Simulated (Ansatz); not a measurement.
# Element substitutions in GaP

Take GaP in the zinc blende structure (space group F-43m, No. 216) as the base.

```xyz
2
Lattice="0.0000 2.7532 2.7532 2.7532 0.0000 2.7532 2.7532 2.7532 0.0000" Properties=species:S:1:pos:R:3 pbc="T T T"
P      4.1298     4.1298     4.1298
Ga     0.0000     0.0000     0.0000
```

Each row replaces one element on all its sites; cell and atoms are relaxed.

Calculations: PBE (Ansatz, an electronic-structure program; PAW; 420 eV plane waves; without spin-orbit coupling), earlier PAW set.

```json
[
 {"variant": "base", "shortest interatomic distance": "238.4 pm", "band gap": "1.58 eV"},
 {"variant": "P → As", "shortest interatomic distance": "248.8 pm", "band gap": "0.16 eV"},
 {"variant": "P → C", "shortest interatomic distance": "203.2 pm", "band gap": "zero"},
 {"variant": "Ga → B", "shortest interatomic distance": "196.9 pm", "band gap": "1.25 eV"}
]
```

No phonon test of stability was made. As relaxed here, GaC is a hypothetical phase, not in the database extracts checked. The final runs are not spin-polarised. An odd electron count without spin: GaC. The zero or small gap of GaAs can change with the level of theory.
